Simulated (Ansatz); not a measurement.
Consider Ti in the hcp (Mg type) structure (space group P6_3/mmc, No. 194; a = 2.9364 Å, c = 4.6402 Å; relaxed with 0.1 eV smearing). Axes: x lies along a and z along c of the hexagonal cell.

Level of theory: Ansatz (a first-principles code), r2SCAN, PAW, cutoff 500 eV, without spin-orbit coupling.

Strains are applied to the cell and any free atomic positions relax.

One change was made to it. Results:

The energy goes up by 6.3 meV/atom; the pressure (mean of the normal stresses, compression positive) goes from zero to 3.1 GPa.

Which change produced these results?
(A) uniaxial strain ε_xx = −0.50 %
(B) uniaxial strain ε_xx = −2.50 %
(C) uniaxial strain ε_xx = −1.00 %

B, uniaxial strain ε_xx = −2.50 %. For comparison, the energy relative to the base in the other runs: uniaxial strain ε_xx = −0.50 % gives +0.2 meV/atom; uniaxial strain ε_xx = −1.00 % gives +1.0 meV/atom.

Whether these cells are dynamically stable was not tested. The final runs are not spin-polarised.
